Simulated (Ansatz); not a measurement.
Input and output of a dielectric-response calculation for NaMgF3 (Pm-3m, 5 atoms in the cell) (Ansatz, a program for electronic structure).

Method: LDA (PW92), default PAW files made with PBE (plane waves; Ansatz).

```yaml
crystal:
  lattice:
    - [3.96269, 0.00000, 0.00000]
    - [0.00000, 3.96269, 0.00000]
    - [0.00000, 0.00000, 3.96269]
  atoms:
    - { symbol: Na, position: [0.00000, 0.00000, 0.00000] }
    - { symbol: Mg, position: [0.50000, 0.50000, 0.50000] }
    - { symbol: F, position: [0.50000, 0.50000, 0.00000] }
    - { symbol: F, position: [0.00000, 0.50000, 0.50000] }
    - { symbol: F, position: [0.50000, 0.00000, 0.50000] }
```

Reference input (self-consistent single point, DFT, LDA (PW92), plane waves, default PAW files made with PBE): basis.ecutwfc = 420 eV; kpoints.mp_grid.grid = 6 6 6; hamiltonian.xc = lda; hamiltonian.pseudopotentials = {kind: paw} (the program's default PAW files); scf.occupations.method = fermi_dirac; scf.occupations.width = 0.01 eV. This run's input differs from it in these lines:

Ansatz 0.2 input:
```diff
@@ -15,3 +15,4 @@
   mp_grid:
-    grid: [6, 6, 6]
+    grid: [4, 4, 4]
+    shift: [0.5, 0.5, 0.5]
 hamiltonian:
@@ -22,8 +23,5 @@
   occupations:
-    method: fermi_dirac
-    width: 0.01
-output:
-  forces: true
-  eigenvalues: true
-  stress: true
+    method: fixed
+dielectric:
+  field_mesh: kpoints
```

Output, abridged:

```
SCF iter   1: F=—  HF=-5757.212286 eV  |F-HF|=—  |Δ(HF+E_count)|=         —  Δρ=1.97e-2  dr2=1.69e-1  ethr=1.77e-3  ⟨swp⟩=5.0  Hψ=592  notcnv=0  defer=17
all-band conjugate gradients solve this SCF's bands
preconditioner: auto → Resta (q_TF=auto, 2.535 Å⁻¹)
SCF iter   2: F=—  HF=-5757.157246 eV  |F-HF|=—  |Δ(HF+E_count)|=   5.50e-2  Δρ=5.36e-3  dr2=4.87e-3  ethr=4.24e-4  ⟨swp⟩=2.0  Hψ=273  notcnv=0  defer=14
   [... lines left out ...]
SCF iter   6: F=—  HF=-5757.154586 eV  |F-HF|=—  |Δ(HF+E_count)|=   1.51e-6  Δρ=1.93e-5  dr2=2.69e-7  ethr=1.49e-8  ⟨swp⟩=2.0  Hψ=264  notcnv=0  defer=6
SCF iter   7: F=—  HF=-5757.154582 eV  |F-HF|=—  |Δ(HF+E_count)|=   4.57e-6  Δρ=3.29e-6  dr2=7.63e-9  ethr=6.74e-10  ⟨swp⟩=2.0  Hψ=249  notcnv=0  defer=6
SCF iter   8: F=—  HF=-5757.154582 eV  |F-HF|=—  |Δ(HF+E_count)|=   1.74e-9  Δρ=7.75e-7  dr2=1.54e-10  ethr=1.91e-11  ⟨swp⟩=3.0  Hψ=301  notcnv=0  defer=6
SCF iter   9: F=-5757.154582 eV  HF=-5757.154582 eV  |F-HF|=0.00e0  |Δ(HF+E_count)|=  5.73e-11  Δρ=3.44e-8  dr2=5.51e-13  ethr=1.00e-12  ⟨swp⟩=8.2  Hψ=533  notcnv=0
SCF 1 converged in 9 iterations: F = -5757.154582 eV  dr2 = 5.51e-13
DFPT response loops at Γ: preconditioner auto → none (the input reference at scf.mixing.eps_inf says where Resta's filter doesn't serve); β = 0.50 …
Free energy (F): -5757.154582 eV
Internal energy: -5757.154582 eV  (E = F + TS)
E sigma→0 (E₀):  -5757.154582 eV
Fermi energy:    0.938643 eV
--- Dielectric response (ions clamped): 1 representative field direction + reference, on 6 of 64 k-points (Σ response iterations 7) ---
  k mesh reduced under 8 symmetry operations, with k and −k counted as one. Each operation leaves every solved perturbation unchanged …
  ε∞ (high-frequency dielectric tensor):
        1.965179     0.000000     0.000000
   [... lines left out ...]
         0.00000   -0.88997    0.00000
        -0.00000    0.00000   -0.88997
    site 4:
        -0.88997   -0.00000   -0.00000
        -0.00000   -1.30147    0.00000
         0.00000    0.00000   -0.88997
  Z* charge neutrality: 2.543e-5 e pre-enforcement
  k-mesh period / interband length: 15.9 Å / 0.77 Å = 20.71 at k = (0.1250, 0.1250, 0.1250), direct gap 6.802 eV — 14 or more, which is no proof of convergence
```

The run converged in 9 iterations. 

Summary of the result:
- Free energy E − TS (on the zero of these files): -5757.1546 eV
- Top of the valence band (on the code's own zero): 0.94 eV
- Gap on the k-point mesh: 6.44 eV
- ε∞ at this k-point mesh, which may be far from converged in small-gap cells (xx, yy, zz): 1.97, 1.97, 1.97
- Born charges at this mesh (mean of the diagonal, e): Na 1.15, Mg 1.93, F -1.03, F -1.03, F -1.03

The starting cell comes from a database of computed structures (which also holds hypothetical and non-ambient phases and stackings), without a prior relaxation at this level. Its lattice was rescaled by up to half a per cent. The shifted mesh does not hold Γ, so a gap read on it misses any band edge there.
